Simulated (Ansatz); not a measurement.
C (Imma), Ansatz (an electronic-structure program) with r2SCAN, rigid bands: Condition of this run: uniaxial stress along [110] of -55 GPa (compression positive) (the target of the relaxation). band gap 3.08 eV, N_c = 4.51e19 cm⁻³ and N_v = 5.48e18 cm⁻³ at 300 K, conductivity masses along x (a = (0.05, 1.83, 1.76) Å; b = (1.83, 0.05, 1.76) Å; c = (1.88, 1.88, 0.00) Å) of 0.299 mₑ (electrons) and 0.296 mₑ (holes). Take k_BT = 0.02585 eV.

What thermal injection velocity √(2k_BT/πm) limits a ballistic channel along the direction named?

9.84e6 cm/s for electrons and 9.89e6 cm/s for holes, a ratio of √(m_h/m_e) = 0.995, for dilute carriers.

A film of it is 5 nm thick, with its normal along the direction named. Estimate the confinement energies in an infinite well.

ħ²π²/(2m t²) = 0.376 eV·nm²/(m/mₑ × t²) gives 50.3 meV for electrons and 50.8 meV for holes, so the gap would widen to about 3.18 eV. Finite barriers and nonparabolic bands lower this, and with several valleys or bands the heaviest mass along the normal sets the lowest level, not this average.

Find the intrinsic carrier density and the intrinsic Fermi level.

n_i = √(N_c N_v) exp(−E_g/2k_BT) = 1.57e19 × exp(−59.57) = 2.1e-7 cm⁻³. The level lies (k_BT/2) ln(N_v/N_c) = -27 meV from mid-gap (positive towards the conduction band). Each 0.1 eV added to the gap lowers n_i by a factor of 6.9.

Rigid, parabolic bands with the computed gap; masses take one relaxation time for all states. Spin-orbit coupling is left out. Geometry: cell and atoms relaxed with PBEsol.
